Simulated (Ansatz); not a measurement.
Band structure of AlGa3N4 (P-43m, 8 atoms in the cell).

```
AlGa3N4
1.0
    4.47169     0.00000     0.00000
    0.00000     4.47169     0.00000
    0.00000     0.00000     4.47169
Al Ga N
1 3 4
Direct
  0.00000   0.00000   0.00000
  0.50000   0.50000   0.00000
  0.00000   0.50000   0.50000
  0.50000   0.00000   0.50000
  0.75571   0.75571   0.24429
  0.75571   0.24429   0.75571
  0.24429   0.24429   0.24429
  0.24429   0.75571   0.75571
```

Method of the run: PBEsol, PAW files made with PBE (plane waves; Ansatz, a quantum-chemistry and plane-wave program).

Settings: basis.ecutwfc = 420 eV; kpoints.mp_grid.grid = 6 6 6; hamiltonian.xc = pbesol; hamiltonian.pseudopotentials = {kind: paw} (the program's default PAW files); scf.occupations.method = fixed; kpoints.band_path.npoints = 8.

The starting cell comes from a database of computed structures (which also holds hypothetical and non-ambient phases and stackings), without a prior relaxation at this level.

**Question.** Predict the gap along the standard path and the places of the band edges.

**Answer.** The gap along the path is 2.28 eV, direct at Γ to within 0.01 eV.

Levels in eV from the top of the valence band on the path, bands 28 to 35:
```json
[
 {"point": "Γ", "28": "-2.46", "29": "0.00", "30": "0.00", "31": "0.00", "32": "2.28", "33": "3.34", "34": "3.34", "35": "3.34"},
 {"point": "X", "28": "-1.47", "29": "-1.47", "30": "-1.19", "31": "-1.19", "32": "4.82", "33": "4.93", "34": "6.14", "35": "6.14"},
 {"point": "M", "28": "-0.98", "29": "-0.94", "30": "-0.94", "31": "-0.60", "32": "6.59", "33": "6.80", "34": "6.80", "35": "7.23"},
 {"point": "R", "28": "-0.73", "29": "-0.67", "30": "-0.67", "31": "-0.67", "32": "4.90", "33": "4.90", "34": "4.90", "35": "6.15"}
]
```

Keys are those of Ansatz 0.2.
